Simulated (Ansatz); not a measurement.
The parent structure is CdTe in the zinc blende structure (space group F-43m, No. 216; a = 6.558 Å).

Computed with plane-wave PAW DFT at the r2SCAN level (Ansatz, a program for electronic structure, 500 eV), scalar-relativistic without spin-orbit coupling.

Before the change:

The band gap comes out as 1.17 eV and the gap character is direct at Γ.

Now apply this change: the cell is scaled by 1.0050 in all directions; the atoms relax in the strained cell.

Problem. How does this affect the band gap and gap character?

Solution. The band gap shrinks by 0.05 eV, from 1.17 eV to 1.12 eV; the gap character stays direct at Γ.

Spin-orbit coupling, missing from the scalar runs, can matter with Te. Whether these cells are dynamically stable was not tested.
